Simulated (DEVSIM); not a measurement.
Structure: abrupt GaSb p-n junction, at 250 K.

Layer 1 from the left is GaSb, thickness (μm) 5.40, Na (cm⁻³) 1e17, τn (s) 3.3e-9, τp (s) 3.3e-9. Layer 2 from the left is GaSb, thickness (μm) 55.0, Nd (cm⁻³) 1.9e15, τn (s) 3.3e-9, τp (s) 3.3e-9.

Left contact: ohmic. Right contact: ohmic. Voltage is applied to the left contact. Recombination: SRH at mid-gap, Auger. Mobility is μmin + (μ − μmin)/(1 + (N/Nref)^α).

This is a model device: material constants are rounded textbook-type values typed into the input, and sizes, dopings and lifetimes were drawn at random. Values at 300 K; Nc and Nv go as T^1.5, mobilities as T to minus their exponent, the gap by Varshni's rule with the affinity fixed.

GaSb: gap (eV) 0.726, affinity (eV) 4.06, permittivity 15.7, Nc (cm⁻³) 2.1e17, Nv (cm⁻³) 1.8e19, μn (cm²/Vs) 5000, μp (cm²/Vs) 850, μn,min 1000, μp,min 190, Nref,n 2.8e17, Nref,p 9e17, αn 1.05, αp 0.65, T exponent of μn 2, T exponent of μp 1.7, Cn (cm⁶/s) 5e-30, Cp (cm⁶/s) 5e-30, Varshni α (eV/K) 0.00042, Varshni β (K) 140.

Q: Estimate by hand the built-in potential, the peak field at zero bias, the capacitance at -0.6 V, and compare with a numerical solution.

A: 
- Built-in potential: ni = √(Nc Nv) exp(−Eg/2kT) = 4.62e10 cm⁻³ with Eg = 0.745 eV; Vbi = kT/q ln(Na Nd/ni²) = 0.543 V; numerical 0.543 V.
- Peak field at zero bias: depletion approximation: W = √(2εVbi/(qN)) = 0.711 μm with N = 1.86e15 cm⁻³; field = 2Vbi/W = 15300 V/cm; numerical 18300 V/cm (estimate below by 16 %).
- Capacitance at -0.6 V: C = √(qεN / 2(Vbi + |V|)) = 13.5 nF/cm²; numerical 13.8 nF/cm² (estimate below by 2.2 %).

Model (solved in DEVSIM): 1D drift-diffusion, Boltzmann statistics, complete ionisation; no tunnelling, impact ionisation, image-force lowering or self-heating.
